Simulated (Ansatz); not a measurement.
The starting structures come from a database of crystals and need not be the phases stable at ambient conditions.

The decay constant κ of evanescent states in the gap governs leakage through a thin film.

Given:

```
CELL_PARAMETERS angstrom
      4.26577     0.00000     0.00000
     -2.13289     3.69427     0.00000
      2.13289     1.23142     9.69428
ATOMIC_POSITIONS crystal
  Bi 0.19450 0.59725 0.20824
  Bi 0.81581 0.40790 0.77629
  Te 0.00968 0.00484 0.98548
  Te 0.40620 0.20310 0.39070
  S  0.57383 0.78692 0.63925
```

Space group of this cell: R3m. The cell was relaxed by PBE-D3(BJ).

Transport runs along the normal of the first two printed cell vectors, the (001) plane of the conventional cell.

The gap is the functional's own, uncorrected, and κ follows it; spin-orbit coupling is left out. Mid-gap values are interpolated between the computed energies.

Task: Give the band gap and the smallest decay constant κ at mid-gap that PBEsol (Ansatz, an electronic-structure program) yields.

Result: Gap 0.55 eV on a 8×8×8 mesh; κ = 0.098 1/Å, at (0.500, 0.000) of the in-plane reciprocal vectors. At the zone centre, at the nearest computed energy, the slowest state has κ = 0.12 1/Å.
